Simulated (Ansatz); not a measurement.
System: PtSn₂ (model structure, started from the C15 type, Fd-3m, No. 227, 6 atoms in the cell). Method: PBEsol (Ansatz, a first-principles code, plane waves, PAW).

Run with plane-wave cutoff 520 eV, 12×12×12 k mesh, Fermi–Dirac smearing 0.05 eV, scalar-relativistic PAW data made under PBE.

Cell (relaxed at this level):

```xyz
6
Lattice="0.0000 4.1010 4.1010 4.1010 0.0000 4.1010 4.1010 4.1010 0.0000" Properties=species:S:1:pos:R:3 pbc="T T T"
Sn     5.1263     5.1263     5.1263
Sn     5.1263     3.0758     3.0758
Sn     3.0758     5.1263     3.0758
Sn     3.0758     3.0758     5.1263
Pt     2.0505     2.0505     2.0505
Pt     0.0000     0.0000     0.0000
```

Question: Estimate the bulk modulus that the calculation returns.

Answer: 
* **bulk modulus**: 78.0 GPa

The run finds no gap.

Note: the bulk modulus is −V dP/dV from two relaxed cells at ±2 % in volume; the relaxation could raise the start's symmetry but not lower it, so the cell can be a saddle point.

Spin–orbit coupling is not included.

Computed values are for the static lattice.

A model structure was made by putting elements into a prototype or built by hand; it is no filed structure, need not be a known phase, and can be a saddle point held by its symmetry.
